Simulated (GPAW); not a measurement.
# Equation of state of fcc Pb (space group 225): energy against volume (GPAW, LDA)

```
Pb
1.0
    0.00000     2.37874     2.37874
    2.37874     0.00000     2.37874
    2.37874     2.37874     0.00000
Pb
1
Direct
  0.00000   0.00000   0.00000
```

Computed with LDA (Perdew-Wang 92), GPAW PAW datasets LDA (gpaw-data 1.0.1) (plane waves; GPAW). Settings: mode = pw; ecut = 585 eV; xc = LDA; kpts = 21 21 21; mesh shift (steps) = 0 0 0; occupations.name = fermi-dirac; occupations.width = 0.05 eV; nbands = -9; convergence.density = 1e-05 e/electron; convergence.energy = 1e-05 eV/electron; symmetry.symmorphic = false; symmetry.tolerance = 0.0005; maxiter = 100. The cell above is the first row's. The rows scale it uniformly. In all rows the k mesh is held. E is the free energy at the stated smearing, counted from the lowest row.

```csv
V (Å^3/atom),E (meV/atom)
26.920,?
27.505,12.15
28.090,3.76
28.675,0.00
29.261,0.37
29.846,4.40
30.431,11.70
31.016,21.89
31.601,34.67
```

Question: Fit E against V with the third-order Birch-Murnaghan form, a cubic in V^(-2/3), and predict the withheld value at V = 26.920.

Answer: With u = V^(-2/3) - 0.1047, the rows have u = 0.0050469, 0.0035178, 0.0020409, 0.0006110, -0.0007696, -0.0021059, -0.0034000, -0.0046541. Least squares gives E = 1.711 - 2774.2·u + 941829·u² + 3507386·u³. Residuals (row less fit): 0.000, 0.000, -0.002, 0.002, -0.002, 0.003, -0.003, 0.001; standard error 0.003 (degrees of freedom: 4). Its minimum lies at u = 0.0014609, so V0 = (0.1061609)^(-3/2) = 28.91. There d²E/du² = 1914000 and d³E/du³ = 2.104e7, so B0 = (4/9) × 28.91^(-7/3) × 1914000 × 0.160218 = 53.1 GPa (the last factor turns the table's units into GPa), and B0' = 4 + (2/3) × 0.1061609 × (2.104e7)/1914000 = 4.8. The program's pressures in the fitted runs (not shown) pass through zero at V = 28.90, 0.02 % from this V0. At the withheld row, u = 0.0066311, so E = 1.711 - 2774.2 × 0.0066311 + 941829 × 0.0066311² + 3507386 × 0.0066311³ = 25.751 meV/atom. The calculation gives 25.76 meV/atom, 0.009 meV/atom above the prediction (under 0.05 % of the range of E in the table). The row lies outside the fitted rows, so this is an extrapolation. From the scatter of the fitted rows alone, a prediction at this place has a standard error of 0.008 meV/atom, so the miss is 1.1 times that.

Carrying the step between the two nearest rows on in a straight line would have given 20.54, off by 5.22; series whose last step already gives the withheld value aren't shown. The scan was laid around a cell of about the measured size, scaled by a guess for this functional. Spin-orbit coupling is off. Cutoffs and mesh are single choices, not tested for convergence of this quantity. Series with a scatter that would blur these digits, or in which a gap closes, are not shown. Nor are scans whose minimum lies at an end fitted in this form.
